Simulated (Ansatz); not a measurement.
Adsorption energy and surface dipole of H on the 1x1 (100) surface of fcc Cu, one in a 3x3 cell, started at the site 'bridge Cu-Cu (span 2.6 Å)', worked from the runs' numbers; total energies count from the potentials' own zero.

All values below come from PBE (plane waves to 420 eV, PAW; Ansatz, an electronic-structure program).

Slab: 37 atoms, 5.3 Å thick at the start under the adsorbate (thin: gaps and levels are the slab's own); k 4x4x1, smearing 0.1 eV, dipole-corrected; 18 atoms held, the rest relaxed; held to the start's symmetry, so lower structures may exist; no spin, no spin-orbit, no U, no dispersion correction. At the end it is bonded to 2 Cu. In PBE this state lies 0.07 eV over the lowest of the starts that converged ('hollow Cu-Cu-Cu-Cu over Cu at depth 1.8 Å').

```
quantity                                                             value
----------------------------------------------------------  --------------
slab with the adsorbate                                     -238511.128 eV
clean slab, same cell and mesh                              -238495.165 eV
reference, ½ H2(g)                                              -15.872 eV
area of the cell                                                  59.30 Å²
change of the step from the bottom to the top vacuum level        0.117 eV
```

### Question
What is the adsorption energy against this reference?

### Answer
E(slab + adsorbate) − E(slab) − E(reference) = -0.09 eV, so in this state the adsorbate is more stable than in the reference, at a coverage of 1.69 a nm².

### Question
What dipole does adsorption add to the slab along the outward normal (Helmholtz relation, ε₀ = 0.005526 e/(V·Å))?

### Answer
p = −ε₀·A·ΔV = -0.038 e·Å = -0.18 D; its negative end points to the vacuum, which raises the vacuum level.
